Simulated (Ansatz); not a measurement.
**Hypothetical P6_3/mmc PbI2: pressure 1.5 GPa**

Take PbI2 in the 2H-MoS2 type structure (space group P6_3/mmc, No. 194; a = 4.3977 Å, c = 14.8453 Å; a hypothetical phase, not in the database extracts checked) as the base.

It is then changed as follows: cell and atoms relaxed at a pressure of 1.5 GPa.

Computed with PBE-D3(BJ) in Ansatz (plane waves to 420 eV, PAW, spin-orbit coupling left out), earlier PAW set. k-mesh 9×9×3 (Γ-centred); smearing 0.05 eV (Fermi–Dirac).

- Volume per atom = 38.16 Å³ (base 41.44 Å³)
- Density = 6.69 g/cm³ (base 6.16 g/cm³)
- c/a ratio = 3.369 (base 3.376)
- Shortest interatomic distance = 6.087 bohr (base 6.163 bohr)
- Enthalpy H = E + PV relative to the base's energy = +0.37 eV/atom
- Band gap = 1.40 eV (base 1.99 eV)
- Gap character = indirect, Γ → K (base indirect, Γ → K)
- Smallest direct gap = 2.05 eV (base 2.34 eV)
- Mean gap deformation potential ΔEg/Δln V = +7.1 eV
- Electron mass = 0.37 mₑ along c, 0.50 mₑ across (at K) (base 0.48 mₑ along c, 0.58 mₑ across (at K))
- Hole mass = 0.32 mₑ along c, 1.1 mₑ across (at Γ)
- Valence-band top at Γ (three highest levels, from the VBM) = 0.00, -0.53, -0.53 eV
- Valley order (the lowest conduction-band minima on the path, energy above the VBM, named in the base's zone) = K (1/3, 1/3, 0) 1.40 eV; M (1/2, 0, 0) 1.69 eV; Γ 2.69 eV (base K (1/3, 1/3, 0) 1.99 eV; M (1/2, 0, 0) 2.17 eV; Γ 2.81 eV)

With I and Pb present, leaving out spin-orbit coupling can change the band edges. Load acts through the strain it causes; cell and atoms are relaxed under it. Masses are band curvatures over ±0.01 Å⁻¹ around the edge. Stability against distortions was not tested.

Ansatz is a program for electronic structure.
